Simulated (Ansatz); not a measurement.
**Si: response to strain**

The reference is Si in the diamond structure (space group Fd-3m, No. 227).

```
Si
1.0
    0.00000     2.72216     2.72216
    2.72216     0.00000     2.72216
    2.72216     2.72216     0.00000
Si
2
Direct
  0.00000   0.00000   0.00000
  0.25000   0.25000   0.25000
```

Strains are applied to the cell and any free atomic positions relax.

Calculations: plane-wave PAW DFT at the r2SCAN level (Ansatz, a program for electronic structure, 500 eV), no SOC.

Notes on the quantities. energy relative to the base: free energy F.

```json
[
 {"variant": "base", "band gap": "0.78 eV", "electron mass": "0.91 mₑ along k, 0.19 mₑ across (off the special points)", "energy relative to the base": "0 meV/atom", "volume per atom": "20.17 Å³"},
 {"variant": "isotropic strain −3.00 %", "band gap": "0.60 eV", "electron mass": "0.92 mₑ along k, 0.18 mₑ across (off the special points)", "energy relative to the base": "+54 meV/atom", "volume per atom": "18.41 Å³"},
 {"variant": "isotropic strain −2.50 %", "band gap": "0.63 eV", "electron mass": "0.92 mₑ along k, 0.19 mₑ across (off the special points)", "energy relative to the base": "+37 meV/atom", "volume per atom": "18.70 Å³"},
 {"variant": "isotropic strain −2.00 %", "band gap": "0.66 eV", "electron mass": "0.92 mₑ along k, 0.19 mₑ across (off the special points)", "energy relative to the base": "+23 meV/atom", "volume per atom": "18.99 Å³"},
 {"variant": "isotropic strain −1.50 %", "band gap": "0.69 eV", "electron mass": "0.92 mₑ along k, 0.19 mₑ across (off the special points)", "energy relative to the base": "+13 meV/atom", "volume per atom": "19.28 Å³"},
 {"variant": "isotropic strain −1.00 %", "band gap": "0.72 eV", "electron mass": "0.91 mₑ along k, 0.19 mₑ across (off the special points)", "energy relative to the base": "+5.7 meV/atom", "volume per atom": "19.57 Å³"},
 {"variant": "isotropic strain −0.50 %", "band gap": "0.75 eV", "electron mass": "0.91 mₑ along k, 0.19 mₑ across (off the special points)", "energy relative to the base": "+1.4 meV/atom", "volume per atom": "19.87 Å³"}
]
```

Effective masses come from finite differences of ±0.01 Å⁻¹. Along k means along the line from Γ to the band edge. Whether these cells are dynamically stable was not tested.
